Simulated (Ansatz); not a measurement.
**CdS, pressure series**

Take CdS in the zinc blende structure (space group F-43m, No. 216; a = 5.879 Å) as the base.

Cell and atoms are relaxed at each pressure.

Level of theory: r2SCAN in Ansatz (plane waves to 500 eV, PAW, scalar-relativistic without spin-orbit coupling), earlier PAW set.

Notes on the quantities. enthalpy: H = E + PV relative to the base's energy.

| change | band gap | lattice parameter a | enthalpy |
|---|---|---|---|
| base | 1.54 eV | 5.879 Å | – |
| pressure −2 GPa | 1.46 eV | 5.949 Å | -0.32 eV/atom |
| pressure −1 GPa | 1.50 eV | 5.913 Å | -0.16 eV/atom |
| pressure 3 GPa | 1.64 eV | 5.792 Å | +0.46 eV/atom |
| pressure 7 GPa | 1.75 eV | 5.698 Å | +1.06 eV/atom |
| pressure 15 GPa | 1.90 eV | 5.556 Å | +2.17 eV/atom |
| pressure 30 GPa | 2.07 eV | 5.372 Å | +4.07 eV/atom |
| pressure 50 GPa | 2.20 eV | 5.205 Å | +6.37 eV/atom |
| pressure 75 GPa | 2.28 eV | 5.057 Å | +9.00 eV/atom |
| pressure 100 GPa | 2.31 eV | 4.946 Å | +11.44 eV/atom |

Load acts through the strain it causes; cell and atoms are relaxed under it. Stability against distortions was not tested. Tetrahedral semiconductors of this kind turn to denser phases somewhere between about 1 and 50 GPa; those were not computed, so compressed cells here can lie past the real transition.

Ansatz is an electronic-structure program.
